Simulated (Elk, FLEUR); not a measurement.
An Elk input for a self-consistent single point of TiSi (Amm2, 2 atoms in the cell) (DFT, PBEsol, all-electron FP-LAPW, Elk's shipped species files, default APW+lo basis):

```
tasks
  0

xctype
  22

swidth
  0.00499791

maxscl
  100

avec
    7.1008235475    0.0000000000    0.0000000000
    0.0000000000    3.3769916073    3.9990176379
    0.0000000000   -3.3769916073    3.9990176379

sppath
  'species/'

atoms
  2
  'Ti.in'
  1
  0.0000000000  0.0448400000  0.0448400000    0.0 0.0 0.0
  'Si.in'
  1
  0.5000000000  0.5566600000  0.5566600000    0.0 0.0 0.0

ngridk
  11 16 16
```

Q: Give the FLEUR input for the same structure, mesh, smearing and functional.

A: This is the input that was run; spellings and numerical settings could be chosen otherwise.

Input of the input generator:

```
scf TiSi
&input film=f /
3.7575940000 0.0000000000 0.0000000000
0.0000000000 1.7870270000 2.1161890000
0.0000000000 -1.7870270000 2.1161890000
1.8897261246
1.0 1.0 1.0

2
22 0.0000000000 0.0448400000 0.0448400000
14 0.5000000000 0.5566600000 0.5566600000

&comp jspins=1 /
&exco xctyp='PBEs' /
&kpt div1=11 div2=16 div3=16 gamma=t /
&end /
```

```xml
<?xml version="1.0" encoding="UTF-8" standalone="no"?>
<fleurInput fleurInputVersion="0.39">
   <comment>
      scf TiSi                                                                                            
   </comment>
   <calculationSetup>
      <cutoffs Kmax="4.5" Gmax="18.0" GmaxXC="18.0" numbands="0"/>
      <scfLoop itmax="100" minDistance="0.00001" maxIterBroyd="99" imix="Anderson" alpha="0.05" precondParam="0.0" spinf="2.0"/>
      <coreElectrons ctail="T" frcor="F" kcrel="0" coretail_lmax="0"/>
      <xcFunctional name="PBEs" relativisticCorrections="F"/>
      <magnetism jspins="1"/>
      <soc l_soc="F" theta="0.0" phi="0.0" spav="F"/>
      <expertModes spex="0" secvar="F"/>
      <geometryOptimization l_f="T" forcealpha="1.0" forcemix="BFGS" epsdisp="0.00001" epsforce="0.00001"/>
      <ldaU l_linMix="F" mixParam="0.05" spinf="1.0"/>
   </calculationSetup>
   <cell>
      <bzIntegration valenceElectrons="16.0" mode="hist" fermiSmearingEnergy="0.00499791">
         <kPointListSelection listName="default-1"/>
         <!-- k-points included here -->
         <xi:include xmlns:xi="http://www.w3.org/2001/XInclude" href="kpts.xml"> </xi:include>
      </bzIntegration>
      <!-- symmetry operations included here -->
      <xi:include xmlns:xi="http://www.w3.org/2001/XInclude" href="sym.xml"> </xi:include>
      <bulkLattice scale="1.0">
         <bravaisMatrix>
            <row-1>    7.1008235474402124     0.0000000000000000     0.0000000000000000</row-1>
            <row-2>    0.0000000000000000     3.3769916072655639     3.9990176378911491</row-2>
            <row-3>    0.0000000000000000    -3.3769916072655639     3.9990176378911491</row-3>
         </bravaisMatrix>
      </bulkLattice>
   </cell>
   <atomSpecies>
      <species name="Titanium (Ti)" element="Ti" atomicNumber="22">
         <mtSphere radius="2.44" gridPoints="859" logIncrement="0.014"/>
         <atomicCutoffs lmax="10" lnonsphr="8"/>
         <electronConfig flipSpins="F">
            <coreConfig>(1s1/2) (2s1/2) (2p1/2) (2p3/2)</coreConfig>
            <valenceConfig>(3s1/2) (3p1/2) (3p3/2) (4s1/2) (3d3/2) (3d5/2)</valenceConfig>
            <stateOccupation state="(3d3/2)" spinUp="0.4" spinDown="0.4"/>
            <stateOccupation state="(3d5/2)" spinUp="0.6" spinDown="0.6"/>
         </electronConfig>
         <energyParameters s="4" p="4" d="3" f="4"/>
         <lo type="SCLO" l="0" n="3" eDeriv="0"/>
         <lo type="SCLO" l="1" n="3" eDeriv="0"/>
      </species>
      <species name="Silicon (Si)" element="Si" atomicNumber="14">
         <mtSphere radius="1.80" gridPoints="635" logIncrement="0.018"/>
         <atomicCutoffs lmax="8" lnonsphr="6"/>
         <electronConfig flipSpins="F">
            <coreConfig>(1s1/2) (2s1/2) (2p1/2) (2p3/2)</coreConfig>
            <valenceConfig>(3s1/2) (3p1/2) (3p3/2)</valenceConfig>
            <stateOccupation state="(3p1/2)" spinUp="0.3333333333333" spinDown="0.3333333333333"/>
            <stateOccupation state="(3p3/2)" spinUp="0.6666666666667" spinDown="0.6666666666667"/>
         </electronConfig>
         <energyParameters s="3" p="3" d="3" f="4"/>
      </species>
   </atomSpecies>
   <atomGroups>
      <atomGroup species="Titanium (Ti)">
         <relPos label="                   1">.0000000000 .0448400000 .0448400000</relPos>
         <force calculate="T" relaxXYZ="TTT"/>
      </atomGroup>
      <atomGroup species="Silicon (Si)">
         <relPos label="                   2">1.000/2.000 -.4433400000 -.4433400000</relPos>
         <force calculate="T" relaxXYZ="TTT"/>
      </atomGroup>
   </atomGroups>
   <output dos="F" band="F" slice="F">
      <checks vchk="F" cdinf="F"/>
      <bandDOS minEnergy="-.5*Htr" maxEnergy="0.5*Htr" sigma="0.015" storeEVData="T"/>
      <vacuumDOS vacdos="F" integ="F" star="F" nstars="0" locx1="0.0" locy1="0.0" locx2="0.0" locy2="0.0" nstm="0" tworkf="0.0"/>
      <unfoldingBand unfoldBand="F" supercellX="1" supercellY="1" supercellZ="1"/>
      <plotting iplot="0" polar="F">
         <plot TwoD="T" vec1="  1.0  0.0  0.0" vec2="  0.0  1.0  0.0" vec3="  0.0  0.0  1.0" zero="  0.0  0.0  0.0" file="plot"/>
      </plotting>
      <chargeDensitySlicing numkpt="0" minEigenval="0.0" maxEigenval="0.0" nnne="0" pallst="F"/>
      <specialOutput eonly="F"/>
      <magneticCircularDichroism mcd="F" energyLo="-10.0" energyUp="0.0"/>
   </output>
  <!-- We include the file relax.xml here to enable relaxations (see documentation) -->
  <xi:include xmlns:xi="http://www.w3.org/2001/XInclude" href="relax.xml"> <xi:fallback/> </xi:include>
</fleurInput>
```

Basis, cutoffs, solver keys and any potentials are the target program's own. This input uses DFT, PBEsol, all-electron FLAPW (FLEUR), scalar-relativistic valence.

The starting cell comes from a database of computed structures (which also holds hypothetical and non-ambient phases and stackings), without a prior relaxation at this level. Its lattice was rescaled by a random factor within 2.5 % of one. For this run, on top of that: lattice scaled by 0.98.
